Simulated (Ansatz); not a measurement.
Migration barriers of interstitials in covalent semiconductors: PBE bands (Ansatz, a first-principles code, plane waves to 420 eV, PAW, climbing-image NEB) beside r2SCAN single points (500 eV) at the PBE geometries. Forward barriers of single hops from the lowest site run, static nuclei, no finite-size correction. The rows are a random draw from the bands that converged and passed our checks of state and shape. Saddle orders were checked for a part of the study's bands only and are not shown. Charge states are imposed.

```
Defect                                                       Route  Hop (Å), direction in the unit cell  End over start, densest mesh run (eV)                               Cell and PBE mesh  r2SCAN k-points  PBE (eV)  r2SCAN (eV)
-----------------------------------------------  -----------------  -----------------------------------  -------------------------------------  ----------------------------------------------  ---------------  --------  -----------
interstitial B in 3C silicon carbide, charge +3   B moves farthest      3.10 along (-0.50, -0.50, 0.00)                                   0.00                         64 sites, 2×2×2 shifted        same mesh      2.90         3.09
interstitial Na in diamond, charge +1            Na moves farthest      1.55 along (0.25, -0.25, -0.25)                                   0.00                         64 sites, 2×2×2 shifted        same mesh      2.01         2.10
interstitial Na in zinc-blende InP, charge +1    Na moves farthest       2.58 along (0.25, 0.25, -0.25)                                   0.18  64 sites, one k-point at (0.250, 0.250, 0.250)        same mesh      0.83   (withheld)
interstitial Cu in diamond, charge +1            Cu moves farthest      1.55 along (-0.25, -0.25, 0.25)                                   0.00                         64 sites, 2×2×2 shifted        same mesh      0.45   (withheld)
interstitial C in silicon, charge 0               C moves farthest     1.41 along (-0.05, -0.25, -0.05)                                   0.00                         64 sites, 2×2×2 shifted        same mesh      0.46         0.61
interstitial P in silicon, charge +1              P moves farthest       1.93 along (0.00, -0.25, 0.25)                                   0.00                         64 sites, 2×2×2 shifted        same mesh      0.72         0.76
interstitial Mg in silicon, charge +2            Mg moves farthest      2.36 along (0.25, -0.25, -0.25)                                   0.00                         64 sites, 2×2×2 shifted        same mesh      1.01         1.06
```

Task: What belongs in the gaps?

Result: 
- interstitial Cu in diamond, charge +1, r2SCAN (eV): 0.43
- interstitial Na in zinc-blende InP, charge +1, r2SCAN (eV): 0.89
